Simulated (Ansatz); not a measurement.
Results of PBE0 (PAW; Ansatz, a first-principles code) for BaAlHO₂ (model structure, started from the SrVO2H type, P4/mmm, No. 123, 5 atoms in the cell).

Input:

Ansatz 0.2 input:
```yaml
crystal:
  lattice:
    - [3.8166060105, 0.0, 0.0]
    - [0.0, 3.8166060105, 0.0]
    - [0.0, 0.0, 3.9573238592]
  atoms:
    - { symbol: Ba, position: [0.5, 0.5, 0.5] }
    - { symbol: Al, position: [0.0, 0.0, 0.0] }
    - { symbol: O, position: [0.5, 0.0, 0.0] }
    - { symbol: O, position: [0.0, 0.5, 0.0] }
    - { symbol: H, position: [0.0, 0.0, 0.5] }
basis:
  ecutwfc: 460
  ecutrho_ratio: 4
  xc_grid: 2
kpoints:
  mp_grid: { grid: [6, 6, 6] }
hamiltonian:
  xc: pbe0
  dispersion: none
  pseudopotentials: { kind: paw }
scf:
  occupations: { method: fermi_dirac, width: 0.01 }
  convergence: { dr2_threshold: 0.0000000005 }
output:
  forces: true
  stress: true
  eigenvalues: true
```

The run printed, among other lines:

```
WARN output.stress: scf.exx.energy_threshold = 1e-6 eV is looser than the 5e-8 eV advised for a stress under a hybrid functional (1e-8 eV for each atom of the …
Crystal: 5 atoms, lattice volume = 57.644 Å³
Basis set: ecut = 460 eV, 1301 PW (Γ), exchange–correlation on 54×54×60 points (8 copies of the dense FFT grid, shifted against one another)
Bands: 18, of which v1, the nominal top of the filled ones, is band 13 counted from 1 (12 counted from 0)
Symmetry: 16 space group operations
Space group: P4/mmm (ITA 123), of the structure as read, at distance tolerance 3.9e-5 Å
k-points: 40 of 216
Functional: x = pbe(κ = 0.804, μ = 0.2195149727645171), c = pbe(β = 0.06672455060314922), warm-up for x = 0.75 pbe(κ = 0.804, μ = 0.2195149727645171) + 0.25 exact, c = pbe(β = 0.06672455060314922)
SCF iter   1: F=—  HF=-7643.385531 eV  |F-HF|=—  |Δ(HF+E_count)|=         —  Δρ=2.12e-3  dr2=1.53e-3
SCF iter   2: F=-7643.386562 eV  HF=-7643.386411 eV  |F-HF|=1.51e-4  |Δ(HF+E_count)|=   8.80e-4  Δρ=9.11e-4  dr2=2.42e-4
Crystal: 5 atoms, lattice volume = 57.644 Å³
Initial density: handed on by an earlier stage of this run
Functional: x = 0.75 pbe(κ = 0.804, μ = 0.2195149727645171) + 0.25 exact, c = pbe(β = 0.06672455060314922)
  ...
Crystal: 5 atoms, lattice volume = 57.644 Å³
SCF iter   5: F=—  HF=-7647.802746 eV  |F-HF|=—  |Δ(HF+E_count)|=  2.21e-10  Δρ=1.06e-6  dr2=5.39e-10
SCF iter   6: F=-7647.802746 eV  HF=-7647.802746 eV  |F-HF|=1.00e-10  |Δ(HF+E_count)|=  1.55e-10  Δρ=3.76e-7  dr2=2.22e-10
SCF 3 converged in 6 iterations: F = -7647.802746 eV  dr2 = 2.22e-10
Free energy (F): -7647.802746 eV
Internal energy: -7647.802746 eV  (E = F + TS)
E sigma→0 (E₀):  -7647.802746 eV
Fermi energy:    10.652045 eV
--- Forces (eV/Å), atoms counted from 1 ---
  atom   1  Ba     0.00000000    -0.00000000    -0.00000000
  atom   2  Al    -0.00000000     0.00000000     0.00000000
  atom   3  O     -0.00000000    -0.00000000    -0.00000000
  atom   4  O     -0.00000000     0.00000000     0.00000000
  atom   5  H      0.00000000     0.00000000     0.00000000
--- Stress (GPa, compression-positive) ---
        0.623461       0.000000       0.000000
        0.000000       0.623461       0.000000
        0.000000       0.000000       1.904842
  P = ⅓ Tr σ = 1.0506 GPa (10.506 kbar)
```

The PAW data were made under PBE.

Note: the relaxation could raise the start's symmetry but not lower it, so the cell can be a saddle point. Note: cell and atoms aren't relaxed at this level (pressure 1.1 GPa).

A model structure was made by putting elements into a prototype or built by hand; it is no filed structure, need not be a known phase, and can be a saddle point held by its symmetry.
